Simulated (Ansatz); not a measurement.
AlP (model structure, started from the h-BN type, P6₃/mmc, No. 194, 4 atoms in the cell): equilibrium lattice constant a by level of theory

No measured value is used here.

```json
[
 {"level (code)": "PBE (Ansatz)", "value (Å)": "___"},
 {"level (code)": "PBEsol (Ansatz)", "value (Å)": "4.063"},
 {"level (code)": "PBE-D3(BJ) (Ansatz)", "value (Å)": "4.046"}
]
```

**Question.** Complete the blanks.

**Answer.** 
- PBE (Ansatz, a quantum-chemistry and plane-wave program), value (Å): 4.082

Ansatz's density-functional and Hartree–Fock values are scalar-relativistic unless marked +SOC, with PAW data made under PBE.

A model structure was made by putting elements into a prototype or built by hand; it is no filed structure, need not be a known phase, and can be a saddle point held by its symmetry.
